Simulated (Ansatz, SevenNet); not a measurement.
For Si3N4 (P6₃/m, No. 176), the machine-learned potential SevenNet-0 (trained on PBE and PBE+U data) gives:

| Item | Result |
|---|---|
| lattice constant a | 7.660 Å |
| lattice parameter c | 2.929 Å |

Task: What does r²SCAN+rVV10 (PAW; Ansatz, a quantum-chemistry and plane-wave program) give for the same quantities?

Result: 
- lattice constant a: 7.597 Å (falls by 0.8 %)
- lattice parameter c: 2.903 Å (shrinks by 0.9 %)

Changes are worked out from the printed values.

Unless a cell is named, each level is at its own relaxed cell (SevenNet-0 10.63, r²SCAN+rVV10 10.37 Å³/atom).

Ansatz's density-functional and Hartree–Fock values are scalar-relativistic unless marked +SOC, with PAW data made under PBE.
